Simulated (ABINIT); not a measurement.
Input and output of a self-consistent single point for Ge3Rh (I4/mmm, 4 atoms in the cell) (ABINIT).

Level of theory: PBEsol, norm-conserving pseudopotentials (PseudoDojo nc-sr-04 PBEsol standard) (plane waves; ABINIT).

```xyz
4
Lattice="-2.1226 2.1226 3.7377 2.1226 -2.1226 3.7377 2.1226 2.1226 -3.7377" Properties=species:S:1:pos:R:3 pbc="T T T"
Ge     0.0000     2.1226     1.8688
Ge     2.1226     0.0000     1.8688
Ge     0.0000     0.0000     3.7377
Rh     0.0000     0.0000     0.0000
```

Reference input (self-consistent single point, DFT, LDA (PW92), plane waves, norm-conserving pseudopotentials (PseudoDojo nc-sr-04 LDA standard)): pseudos = [Ge.upf, Rh.upf]; ecut = 44 Ha; ixc = 7; occopt = 7; tsmear = 0.00183747 Ha; ngkpt = 8 8 8; nshiftk = 1; shiftk = 0 0 0; potentials = PseudoDojo nc-sr-04 LDA standard; nband = 39; kptopt = 1; nstep = 60. This run's input differs from it in these lines:

```diff
@@ -1,2 +1,2 @@
-# Ge3Rh, PseudoDojo nc-sr-04 LDA standard
+# Ge3Rh, PseudoDojo nc-sr-04 PBEsol standard
 pp_dirpath "./"
@@ -18,3 +18,3 @@
 ecut 44
-ixc 7
+ixc -116133
 occopt 7
```

Its files differ too (potentials: PseudoDojo nc-sr-04 LDA standard → PseudoDojo nc-sr-04 PBEsol standard).

Log, with long lists cut:

```
--- !BeginCycle
solver: {iscf: 7, nstep: 60, nline: 4, wfoptalg: 0, }
tolerances: {tolvrs: 1.00E-10, }
...

     iter   Etot(hartree)      deltaE(h)  residm     vres2
 ETOT  1  -382.95273173201    -3.830E+02 7.216E-01 8.326E+02
 ETOT  2  -384.16758138455    -1.215E+00 6.171E-02 8.253E+03
 ETOT  3  -384.78062409225    -6.130E-01 1.878E-02 4.104E+02
 ETOT  4  -384.80876155945    -2.814E-02 6.954E-03 2.549E+01
 ETOT  5  -384.81076313899    -2.002E-03 3.039E-03 1.847E-02
   [... 2 lines left out ...]
 ETOT  8  -384.81076515001    -8.292E-08 1.984E-03 9.900E-05
 ETOT  9  -384.81076515674    -6.736E-09 7.263E-04 4.308E-06
 ETOT 10  -384.81076515705    -3.088E-10 2.548E-03 1.210E-07
 ETOT 11  -384.81076515708    -2.592E-11 6.499E-04 6.156E-11
 At SCF step   11       vres2   =  6.16E-11 < tolvrs=  1.00E-10 =>converged.

 Cartesian components of stress tensor (hartree/bohr^3)
  sigma(1 1)=  1.73785535E-04  sigma(3 2)=  0.00000000E+00
  sigma(2 2)=  1.73785535E-04  sigma(3 1)=  0.00000000E+00
  sigma(3 3)=  2.54231084E-04  sigma(2 1)=  0.00000000E+00

 ----iterations are completed or convergence reached----

 reduced coordinates (array xred) for    4 atoms
       0.750000000000      0.250000000000      0.500000000000
       0.250000000000      0.750000000000      0.500000000000
       0.500000000000      0.500000000000      0.000000000000
       0.000000000000      0.000000000000      0.000000000000
 cartesian forces (eV/Angstrom) at end:
    1     -0.00000000000000    -0.00000000000000    -0.00000000000000
   [... lines left out ...]
 Fermi (or HOMO) energy (eV) =   8.01059   Average Vxc (eV)= -12.42979
   [... lines left out ...]
total_energy        : -3.84810765157077E+02
total_energy_eV     : -1.04712334441495E+04
band_energy         : -2.89649014374892E+01
...

-Cartesian components of stress tensor (GPa)         [Pressure= -5.9019E+00 GPa]
- sigma(1 1)=  5.11294609E+00  sigma(3 2)=  0.00000000E+00
- sigma(2 2)=  5.11294609E+00  sigma(3 1)=  0.00000000E+00
- sigma(3 3)=  7.47973546E+00  sigma(2 1)=  0.00000000E+00

 Calculation completed.
```

The run converged in 11 iterations. Against the reference run the pressure goes from -8.54 to -5.90 GPa.

The starting cell comes from a database of computed structures (which also holds hypothetical and non-ambient phases and stackings), without a prior relaxation at this level. Spin polarisation is off. With a pressure of about -6 GPa the cell is away from its equilibrium volume at this level.

Cost on one core of a shared machine: roughly 6 min.
